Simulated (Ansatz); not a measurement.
Seebeck coefficient (μV/K, mean over directions) of n-type BN (F-43m) against carrier density, PBEsol, rigid bands (Ansatz, a first-principles code). Computed gap 4.30 eV; densities at which minority carriers matter at this gap, or further valleys turn the trend, are left out. Conductivity mass 0.39 mₑ (harmonic mean over directions), N_c = 2.2e19 cm⁻³ at 300 K.

| electron density | 300 K | 500 K |
|---|---|---|
| 1e16 cm⁻³ | -875 | -941 |
| 1e17 cm⁻³ | -676 | -743 |
| 1e18 cm⁻³ | -478 | (withheld) |
| 3e18 cm⁻³ | -384 | -450 |
| 1e19 cm⁻³ | (withheld) | -347 |
| 3e19 cm⁻³ | -195 | -256 |
| 1e20 cm⁻³ | -112 | (withheld) |
| 3e20 cm⁻³ | -59 | -94 |
| 1e21 cm⁻³ | -27 | -45 |

Task: Complete the blanks.

Result: 
- 1e18 cm⁻³, 500 K: -544
- 1e19 cm⁻³, 300 K: -283
- 1e20 cm⁻³, 500 K: -163

Rigid bands with a gap fixed in temperature, one relaxation time for all states, no polarons or phonon drag, and whether or not such doping can be reached. Spin-orbit coupling is left out.
